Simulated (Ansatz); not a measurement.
The reference is ZnS in the wurtzite structure (space group P6_3mc, No. 186).

```
ZnS
1.0
    3.80610     0.00000     0.00000
   -1.90305     3.29618     0.00000
    0.00000     0.00000     6.24474
Zn S
2 2
Cartesian
  1.90305   1.09873   6.24317
  0.00000   2.19745   3.12080
  1.90305   1.09873   3.90579
  0.00000   2.19745   0.78342
```

Cartesian axes are those of the cell as printed.

Method: r2SCAN in Ansatz (plane waves to 500 eV, PAW, no SOC).

For the base:

```
Item                                  Value
---------------------  --------------------
Valence-band top at Γ  0.00, 0.00, -0.08 eV
```

Now apply this change: biaxial strain +0.59 %, plane normal [001], relaxed out of plane (Cartesian); in-plane vectors clamped, the third vector and the atoms free.

Q: Estimate the effect on the in-plane stress.

A: The mean in-plane stress (compression positive) amounts to -0.9 GPa.

Q: What does the calculation give for the valence-band top at Γ after the change?

A: The valence-band top at Γ (three highest levels, from the VBM) goes from 0.00, 0.00, -0.08 eV to 0.00, 0.00, -0.04 eV.

The levels and masses belong to the bands next to the band gap. Whether these cells are dynamically stable was not tested.

Ansatz is an electronic-structure program.
